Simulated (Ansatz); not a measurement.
Consider Pd-vacancy pair (Pd on one host Ru site, one Ru site vacant) in hcp Ru, neutral cell. The step: direct exchange of Pd with the vacancy (Pd-vacancy distance between ideal sites 2.72 Å throughout); the atom moves 2.63 Å along (-0.97, 0.00, 0.00) of the unit cell; the moving atom starts with neighbours 4 Ru at 2.69, 2 Ru at 2.70, Ru at 2.73, 2 Ru at 2.76, Ru at 2.77, Ru at 2.79 Å and ends with 4 Ru at 2.69, 2 Ru at 2.70, Ru at 2.73, 2 Ru at 2.76, Ru at 2.77, Ru at 2.79 Å. A PBE band in Ansatz (plane-wave PAW, a 2×2×2 k-point mesh shifted by half a step along c, 36 host sites, 17 SCF runs with any check of the saddle's order, static, no finite-size correction) gives a forward barrier of 1.67 eV. The saddle point's order was not checked, and it lies on a symmetry element of the cell, where a band can be held. Forms of the defect that were not tried may lie lower. The start lies 0.11 eV above the lowest site run (PBE).

Single points at the band's start and saddle point can refine it. Rough cost of one point, in units of the band's mean SCF on the same machine:

```tsv
Level	Cost of one point
PBE, a 4×4×4 k-point mesh shifted by half a step along c	about 6
r2SCAN at 500 eV, a 2×2×2 k-point mesh shifted by half a step along c	about 3
```

Problem. Which of these move the barrier by more than 0.1 eV, and how far does each move it?

Solution. Not one does. PBE, a 4×4×4 k-point mesh shifted by half a step along c: -0.07 eV; r2SCAN at 500 eV, a 2×2×2 k-point mesh shifted by half a step along c: -0.03 eV. Each functional is compared with PBE at the same k-points.

Ansatz is an electronic-structure program.
